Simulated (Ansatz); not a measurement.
Structure of amorphous Si₂₄O₅₃Nb₂ (periodic cell):

```xyz
79
Lattice="10.4677 -0.2780 -0.1203 -0.2780 10.2300 -0.0722 -0.1203 -0.0722 11.0535" Properties=species:S:1:pos:R:3 pbc="T T T"
Si     6.3262     8.5206     9.1298
Si     8.0354     5.6687     1.1201
Si     3.4260    -0.0796    10.3299
Si     0.0361     2.6356     0.3527
Si     7.6327     2.8811    10.4973
Si     2.8361     3.8743     4.5800
Si     1.0426     5.5360     8.8428
Si     4.9551     1.7277     5.7074
Si     5.3351     6.2817     0.0380
Si     2.7279     7.7450     0.9461
Si     4.0273     9.5929     7.5014
Si     6.0722     0.6798     0.3120
Si     1.3856     7.8927     7.0557
Si     7.1701     2.5817     7.3630
Si     8.6768     8.8657     4.3609
Si     0.9538     3.2353     6.9494
Si    -0.2543     7.3055    10.8613
Si     1.8645     1.9646     9.3014
Si     8.8983     3.2764     5.1485
Si     9.3482     0.6379     6.7653
Si     9.7274     5.8886     3.6762
Si     9.4585     8.7890     8.6050
Si     3.3173     4.1294    10.5480
Si     1.7210     3.2730     1.8162
O      2.1933     5.1134     9.9013
O      3.9129     7.8955     5.0802
O     -0.0967     8.2821     7.6390
O      5.3961     8.7193     7.7845
O      3.0645     3.8004     1.0459
O      0.5181     2.6483     9.8987
O      7.8714     8.3619     8.5868
O      1.7040     1.9871     7.6633
O      9.0560     7.3074     4.2850
O      7.8138     3.6392     6.2924
O      5.5972     2.4871     7.0323
O      1.9527     0.5142     9.9965
O      0.3611     4.3226     7.9698
O      0.7677     6.3282     3.3530
O      1.2064     7.2311     0.6871
O      5.7745     7.1940     9.9142
O     10.0528     8.5314    10.0953
O      9.3774     9.7168     5.6216
O      6.4824     6.1653     1.1920
O      3.9479     2.7786     5.0145
O      1.7741     6.4735     7.7537
O      6.0165     1.3442     4.5186
O      8.0083     4.4081     0.0783
O     -0.1952     6.2106     9.6434
O      7.0587     9.2472     4.5197
O      6.3912     2.2233    -0.0890
O      0.3734     4.0489     1.1805
O     10.0368     2.1830     6.1442
O      4.8213     4.7522    10.4279
O      8.4866     2.2515     3.9781
O      2.8150     8.2409     2.4861
O      9.6499     4.6360     4.8014
O      6.7196     0.4025     1.7954
O      1.9516     3.1957     3.3914
O      1.1144     1.7902     1.2924
O      6.2978     9.7628    10.2246
O      8.9444     1.9799     0.0485
O      7.6023     2.9872     8.8657
O      1.2934     7.7788     5.4549
O      4.3258     0.3532     6.2835
O      3.3511     5.3457     4.2035
O      2.9083     8.6311    10.7130
O      4.2693     0.2335     8.9707
O      2.5711     8.8903     7.5282
O      4.4522     0.6331     0.4794
O      8.5928     5.3332     2.5993
O      7.8121     1.1118     6.9398
O      3.2370     2.7809     9.6348
O      8.8860     9.8839     3.0790
O      3.9472     6.6665     0.7919
O      1.8012     3.9742     5.8394
O      8.9682     6.8515     0.5159
O      9.8616     0.1622     8.2290
Nb     7.4623     0.6161     3.4967
Nb     2.6350     7.1932     4.1425
```

Calculation: PBE, scalar-relativistic without spin-orbit coupling (plane waves to 420 eV, PAW; Ansatz, an electronic-structure program).

Preparation: random packing, a CHGNet melt and quench, and a DFT relaxation. O atoms were pushed apart under 1.9 Å during the dynamics, to hinder bonds among them. The hot cell started wider than the set density and was brought back towards it in steps. It is the lowest in DFT energy of 2 quenches. It is a model cell: composition and starting density were chosen by hand, and all elements were melted together. No dispersion term was used. Its density started from a set value of 2.40 and ended at 2.40 g/cm³. The quench (nominally 480 K/ps over its main leg) was far faster than any real one, so the model tends to hold more defects than a real film. One small periodic cell is one sample of the glass; other quenches scatter about these values. The volume was held where the preparation left it and the shape relaxed, at a PBE pressure of 1.6 GPa. Stress components on the final sampling reach 1.6 GPa.

Neighbours within Si-Si 2.60 Å, Si-O 2.00 Å, Si-Nb 2.78 Å, O-O 1.58 Å, O-Nb 2.53 Å, Nb-Nb 3.12 Å count as bonded. Two cations that share two anions don't count as bonded, nor two that share one unless they lie closer than Si-Si 2.38 Å, Si-Nb 2.71 Å, Nb-Nb 3.04 Å.

### Question
Give the coordination numbers, mean bond lengths and angles.

### Answer

- Mean coordination of Si by anions = 4.00 (24 with 4)
- Mean coordination of O = 2.00 (1 with 1, 51 with 2, 1 with 3)
- Mean coordination of Nb by anions = 5.00 (2 with 5)
- Mean Si-O bond = 1.637 Å (spread 0.037 Å, 96 counted)
- Mean O-Nb bond = 1.955 Å (spread 0.111 Å, 10 counted)
- Bond angle at Si = mean 109.4°, spread 6.2°
- Bond angle at O = mean 135.0°, spread 18.7°
- Bond angle at Nb = mean 106.2°, spread 23.9°

### Question
Which atoms depart from the most common coordination of their element?

### Answer
O26 has 1 (Nb79 1.73 Å); O52 has 3 (Si16 1.73 Å, Si20 1.80 Å, Si19 1.87 Å).

### Question
List the pairs of like atoms that count as bonded by the rules above.

### Answer
There are none by these rules.
